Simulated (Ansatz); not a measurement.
Density of states of ReC (P-6m2) near the Fermi level, PBEsol, rigid bands in Ansatz (a quantum-chemistry and plane-wave program).

(E − E_F (eV), states/eV/cell): (-1.95, 0.32); (-1.85, 0.30); (-1.75, 0.29); (-1.65, 0.26); (-1.55, 0.23); (-1.45, 0.25); (-1.35, 0.28); (-1.25, 0.32); (-1.15, 0.36); (-1.05, 0.40); (-0.95, 0.46); (-0.85, 0.56); (-0.75, 0.64); (-0.65, 0.65); (-0.55, 0.67); (-0.45, 0.68); (-0.35, 0.70); (-0.25, 0.72); (-0.15, 0.77); (-0.05, 0.81); (0.05, 0.72); (0.15, 0.67); (0.25, 0.64); (0.35, 0.63); (0.45, 0.62); (0.55, 0.62); (0.65, 0.60); (0.75, 0.60); (0.85, 0.63); (0.95, 0.67); (1.05, 0.71); (1.15, 0.78); (1.25, 0.87); (1.35, 1.02); (1.45, 1.23); (1.55, 1.53); (1.65, 1.75); (1.75, 1.86); (1.85, 2.11)

Problem. With 2 atoms a cell, what bare Sommerfeld coefficient γ = (π²/3) k_B² N(E_F) follows?

Solution. N(E_F) ≈ 0.77 states/eV a cell at 300 K, so γ ≈ 0.91 mJ/(mol of atoms·K²), before many-body enhancement (phonons, spin fluctuations, correlation).

Problem. How far does the Fermi level move in a rigid band for 0.1 electron a cell added or removed?

Solution. 140 meV and -127 meV.

A metal at this level (no band gap); rigid bands, thermally averaged at 300 K, both spins. Spin-orbit coupling is left out, which matters with elements this heavy. Geometry: cell and atoms relaxed with PBEsol.

Computed structure with no diffraction record at hand here (it may be known, metastable or hypothetical): ReC (P-6m2).
